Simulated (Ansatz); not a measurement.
Results of r²SCAN+SOC (Ansatz, a program for electronic structure, PAW) for SnO₂ (P4₂/mnm, No. 136, 6 atoms in the cell; start mp-550172).

Settings: plane-wave cutoff 560 eV, 8×8×10 k mesh (along the axes of the cell as run), Fermi–Dirac smearing 0.01 eV, PAW data made under PBE.

Cell (relaxed with PBEsol):

```
SnO2
1.0
    4.76947     0.00000     0.00000
    0.00000     4.76945     0.00000
    0.00000     0.00000     3.21178
Sn O
2 4
Direct
  0.50000   0.50000   0.50000
  0.00000   0.00000   0.00000
  0.30625   0.30632   0.00000
  0.69375   0.69368   0.00000
  0.80625   0.19368   0.50000
  0.19375   0.80632   0.50000
```

### Question
What does this level give for the band gap?

### Answer

- band gap = 1.69 eV (direct)

Note: cell and atoms aren't relaxed at this level (pressure -1.6 GPa).

Static lattice: no zero-point or thermal effects.

A start named mp-… is a Materials Project structure, which need not be a measured phase.
